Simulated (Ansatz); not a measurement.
# HfCl₄ (P2/c, No. 13)

Level of theory: PBEsol in Ansatz (PAW).

Numerical settings: plane-wave cutoff 500 eV, 8×6×8 k mesh (along the axes of the cell as run), gaussian smearing 0.02 eV, scalar-relativistic PAW data made under PBE.

Cell: relaxed at this level.

```yaml
volume_per_atom: 30.45 Å³/atom
band_gap: 4.09 eV (on the SCF k mesh)
```

Note: the volume lies 11 % above that of the published cell; the cell has widely spaced layers and the level no dispersion term, so their spacing and the moduli can rest on weak binding.

Spin–orbit coupling is not included.

Computed values are for the static lattice.

It cost roughly 50 core-minutes of CPU time.

Ansatz is a first-principles code.
